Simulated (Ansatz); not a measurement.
## CrB2, response to strain

The reference is CrB$_{2}$ (space group P6/mmm, No. 191; a = 2.959 Å, c = 2.924 Å; ferromagnetic; relaxed with 0.1 eV smearing). Axes: x lies along a and z along c of the hexagonal cell.

Strains are applied to the cell and any free atomic positions relax; under biaxial strain the out-of-plane vector relaxes too.

Method: PBEsol/PAW in Ansatz (a quantum-chemistry and plane-wave program), without spin-orbit coupling.

Notes on the quantities. pressure: mean of the normal stresses, compression positive.

| variant | largest site moment | pressure | volume per atom |
|---|---|---|---|
| base | 0.58 μB | 0.0 GPa | 7.39 Å³ |
| biaxial strain −3.08 %, plane normal [001], relaxed out of plane | 0.67 μB | 14.0 GPa | 7.16 Å³ |
| biaxial strain −1.22 %, plane normal [001], relaxed out of plane | 0.66 μB | 4.6 GPa | 7.32 Å³ |
| uniaxial strain ε_xx = −0.92 % | 0.56 μB | 3.1 GPa | 7.32 Å³ |
| uniaxial strain ε_yy = +5.37 % | 0.71 μB | -14.8 GPa | 7.78 Å³ |
| uniaxial strain ε_zz = −1.89 % | 0.39 μB | 4.4 GPa | 7.25 Å³ |
| tensor shear ε_yz = −2.51 % | 0.55 μB | 0.8 GPa | 7.38 Å³ |

Other magnetic orders, which the real material may have, were not ruled out. Whether these cells are dynamically stable was not tested.
